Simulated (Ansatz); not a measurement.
# Hypothetical P4_2/mnm GaN under a change: electrons 7.0×10^21 cm⁻³

The parent structure is GaN (space group P4_2/mnm, No. 136; a = 5.535 Å, c = 3.214 Å; a hypothetical phase, not in the database extracts checked).

It is then changed as follows: 0.689 electrons added to each cell, a density of 7.0×10^21 cm⁻³, with a uniform compensating background at fixed cell and a 300 K Fermi–Dirac width.

Method: PBE (Ansatz, a quantum-chemistry and plane-wave program), spin-orbit coupling left out. Settings: 9×9×14 k-points, 0.0259 eV Fermi–Dirac smearing.

The gap between the host's bands falls by 0.16 eV, from 1.73 eV to 1.57 eV and the gap character remains indirect, M–Γ (86 % along) → Γ. The Fermi level relative to the doped band's edge (positive inside the band; to 0.05 eV) amounts to +2.40 eV.

Final structure:

```yaml
crystal:
  lattice:
    - [5.53504, 0.00000, 0.00000]
    - [0.00000, 5.53504, 0.00000]
    - [0.00000, 0.00000, 3.21404]
  atoms:
    - { symbol: Ga, position: [0.31912, 0.68088, 0.00000] }
    - { symbol: Ga, position: [0.68088, 0.31912, 0.00000] }
    - { symbol: Ga, position: [0.81912, 0.81912, 0.50000] }
    - { symbol: Ga, position: [0.18088, 0.18088, 0.50000] }
    - { symbol: N, position: [0.31978, 0.31978, 0.00000] }
    - { symbol: N, position: [0.68022, 0.68022, 0.00000] }
    - { symbol: N, position: [0.18022, 0.81978, 0.50000] }
    - { symbol: N, position: [0.81978, 0.18022, 0.50000] }
```
Cell charge -0.689272.

Carriers are added with a uniform compensating background; total energy and stress of such cells depend on the potential's zero and are not compared; many-body gap narrowing is missing at this level. Whether these cells are dynamically stable was not tested.
